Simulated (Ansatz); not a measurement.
## A computed series for Sr3AsN: pressure series

Base system: Sr$_{3}$AsN in the anti-perovskite structure (space group Pm-3m, No. 221; a = 5.041 Å; a cell from a computed database, its experimental status unchecked).

Cell and atoms are relaxed at each pressure.

Computed with PBEsol (Ansatz, a first-principles code), scalar-relativistic without spin-orbit coupling.

```csv
pressure (GPa),volume per atom (Å³/atom)
-2,26.723
-1,26.143
0,25.624
0.3,25.481
0.7,25.294
1.5,24.935
3,?
5,23.626
7.5,22.868
```

**Question.** Fit the third-order Birch–Murnaghan form P(V) = (3B₀/2)[(V₀/V)^(7/3) − (V₀/V)^(5/3)]·[1 + (3/4)(B₀′ − 4)((V₀/V)^(2/3) − 1)] (squares taken in P) to the rows shown and predict the withheld row.

**Answer.** Least squares on the printed values gives V₀ = 25.625 Å³/atom, B₀ = 52.0 GPa, B₀′ = 4.1; this predicts 24.332 Å³/atom, and the run gives 24.338 Å³/atom, 0.006 higher.

Load acts through the strain it causes; cell and atoms are relaxed under it. Stability against distortions was not tested. Competing high-pressure phases were not computed.
